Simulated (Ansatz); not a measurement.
System: cubic perovskite BaHfO3. Method: PBE (Ansatz, a quantum-chemistry and plane-wave program, plane waves, PAW).

Numerical settings: plane-wave cutoff 520 eV, 8×8×8 k mesh, Fermi–Dirac smearing 0.01 eV, scalar-relativistic PAW data made under PBE.

Response to compression and expansion:

```
V (Å³/atom)  P (GPa)  direct gap at Γ (eV)  smallest gap on the k mesh (eV)
-----------  -------  --------------------  -------------------------------
13.991         11.02                 3.787                            3.747
14.288          6.95                 3.782                            3.706
14.586          3.29                 3.773                            3.664
14.884          0.00                 3.760                            3.622
15.181         -2.94                 3.743                            3.579
15.479         -5.59                 3.723                            3.536
15.777         -7.96                 3.700                            3.493
```

The fundamental gap (3.62 eV at the equilibrium volume, with added k points) lies elsewhere than Γ–Γ.

Spin–orbit coupling is not included.
